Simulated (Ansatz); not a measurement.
Functionals compared on the (332) surface of beta tin in its 1x1 cell, outermost plane spacing 1.06 Å in the ideal cut, in Ansatz (plane waves, PAW). The structure was relaxed with PBE; the other rows are single points on it. Cutoff 420 eV (500 eV for r2SCAN).

Slab: 20 atoms, 9.5 Å thick at the start (thin: gaps and levels are the slab's own); k 6x5x1, smearing 0.1 eV, dipole-corrected; all atoms relaxed; held to the start's symmetry, so lower structures may exist; no spin, no spin-orbit, no U. These notes are the PBE run's.

```tsv
functional	work function of the top face (eV)	rough cost of the single point
PBE	4.03	–
LDA	4.29	around 4 core-minutes (rough)
PBEsol	4.10	around 4 core-minutes (rough)
RPBE	___	about 4 core-minutes (a rough figure)
r2SCAN	4.15	around 8 core-minutes (rough)
```

Q: Complete the blanks.

A: 
- RPBE, work function of the top face (eV): 3.92

Ansatz is a quantum-chemistry and plane-wave program.
